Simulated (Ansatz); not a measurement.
For MgO (R-3m, No. 166, 16 atoms in the cell; start mp-1180973; a measured phase of this formula has another space group), LDA (Ansatz, a first-principles code, plane waves, PAW) gives:

| Quantity | Value |
|---|---|
| lattice parameter a | 2.929 Å |
| c axis length | 58.618 Å |
| cohesive energy | 5.78 eV/atom |
| band gap | 4.37 eV |

**Question.** What does r²SCAN (plane waves, PAW; Ansatz) give for the same quantities?

**Answer.** 
- lattice constant a: 2.961 Å (increases by 1.1 %)
- lattice parameter c: 59.241 Å (goes up by 1.1 %)
- cohesive energy: 5.18 eV/atom (shrinks by 0.60 eV/atom)
- band gap: 4.99 eV (rises by 0.62 eV)

Changes are worked out from the printed values.

Unless a cell is named, each level is at its own relaxed cell (LDA 9.07, r²SCAN 9.37 Å³/atom).

Density-functional gaps are differences of (generalised) Kohn–Sham levels.

Caveats: the relaxation could not lower the start's symmetry, so the cell can be a saddle point above a distorted one (LDA, r²SCAN). Ansatz's density-functional and Hartree–Fock values are scalar-relativistic unless marked +SOC, with PAW data made under PBE.

A start named mp-… is a Materials Project structure, which need not be a measured phase.
